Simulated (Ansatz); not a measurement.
## Pressure series in BaTiO3

Take BaTiO3 (space group P4mm, No. 99; a = 3.972 Å, c = 4.113 Å) as the base.

Cell and atoms are relaxed at each pressure.

Levels (all Ansatz, a quantum-chemistry and plane-wave program, PAW): r2SCAN (500 eV, scalar-relativistic without spin-orbit coupling); HSE06 (420 eV, no spin-orbit coupling).

Band gaps by level, all at the geometries relaxed with r2SCAN:

| case | r2SCAN | HSE06 |
|---|---|---|
| base | 2.23 eV | 3.31 eV |
| pressure −2 GPa | 2.21 eV | 3.30 eV |
| pressure −1 GPa | 2.22 eV | 3.31 eV |
| pressure 1.8 GPa | 2.24 eV | (withheld) |
| pressure 4.2 GPa | 2.26 eV | (withheld) |
| pressure 9 GPa | 2.30 eV | (withheld) |
| pressure 45 GPa | 2.43 eV | 3.49 eV |
| pressure 60 GPa | 2.44 eV | 3.49 eV |

### Question
Complete the table.

### Answer

- pressure 1.8 GPa, HSE06: 3.32 eV
- pressure 4.2 GPa, HSE06: 3.34 eV
- pressure 9 GPa, HSE06: 3.37 eV

Single points use the geometry relaxed with r2SCAN. The hybrid gap comes from the SCF mesh plus the semilocal run's edge points and a few special points and is an upper bound. Load acts through the strain it causes; cell and atoms are relaxed under it. No phonon test of stability was made. No other phases were tried under pressure. The final runs are not spin-polarised. Along this pressure series the structure jumps between pressure 9 GPa and pressure 18 GPa; cells beyond that are another form of it.
